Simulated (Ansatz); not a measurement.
Results of r²SCAN+rVV10 in Ansatz (plane waves, PAW) for AlB2-type ZrB₂.

Numerical settings: plane-wave cutoff 560 eV, 24×24×16 k mesh (along the axes of the cell as run), Fermi–Dirac smearing 0.05 eV, scalar-relativistic PAW data made under PBE.

The cell is scaled about its equilibrium volume:

Shape and atoms are relaxed at each volume.

```json
[
 {"V (Å³/atom)": "9.834", "P (GPa)": "10.83", "c (Å)": "3.490", "a (Å)": "3.124"},
 {"V (Å³/atom)": "10.038", "P (GPa)": "5.15", "c (Å)": "3.517", "a (Å)": "3.144"},
 {"V (Å³/atom)": "10.243", "P (GPa)": "0.00", "c (Å)": "3.544", "a (Å)": "3.164"},
 {"V (Å³/atom)": "10.448", "P (GPa)": "-4.66", "c (Å)": "3.571", "a (Å)": "3.184"},
 {"V (Å³/atom)": "10.653", "P (GPa)": "-8.89", "c (Å)": "3.597", "a (Å)": "3.203"}
]
```

Note: the bulk modulus comes from volumes at which shape and atoms were relaxed.

Ansatz is a quantum-chemistry and plane-wave program.
